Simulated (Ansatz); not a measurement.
Consider Al$_{2}$O$_{3}$ in the corundum structure (space group R-3c, No. 167; a = 4.759 Å, c = 12.995 Å (hexagonal axes)). Axes: x lies along a and z along c of the hexagonal cell.

Method: Ansatz (an electronic-structure program) r2SCAN, no spin-orbit coupling.

Now apply this change: tensor shear ε_xz = −1.44 % (engineering shear γ = -0.0288); the atoms relax in the strained cell.

Task: Estimate the effect on the stress.

Result: The stress (xx, yy, zz, yz, xz, xy; compression positive) is (0.27, 0.12, 0.28, -0.03, 4.32, 0.63) GPa.

Task: Predict the new energy relative to the base.

Result: The energy goes up by 3.3 meV/atom.

Whether these cells are dynamically stable was not tested.
